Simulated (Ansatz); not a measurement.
The reference is TiAl (space group P4/mmm, No. 123; a = 2.8127 Å, c = 4.0616 Å; relaxed with 0.1 eV smearing).

The values are results of Ansatz (a first-principles code), r2SCAN, PAW, cutoff 500 eV, no spin-orbit coupling, not measurements.

Strains are applied to the cell and any free atomic positions relax.

One change was made to it. Results:

```tsv
quantity	base	after
energy relative to the base (free energy F)	0 meV/atom	+12 meV/atom
pressure (mean of the normal stresses, compression positive)	0.0 GPa	-4.9 GPa
```

Q: Name the change that was made.
(A) isotropic strain +1.50 %
(B) isotropic strain +2.00 %
(C) isotropic strain +3.00 %
(D) isotropic strain +1.00 %

A: A, isotropic strain +1.50 %. For comparison, the energy relative to the base in the other runs: isotropic strain +3.00 % gives +45 meV/atom; isotropic strain +1.00 % gives +5.3 meV/atom; isotropic strain +2.00 % gives +21 meV/atom.

Stability against distortions was not tested. All final runs are without spin polarisation.
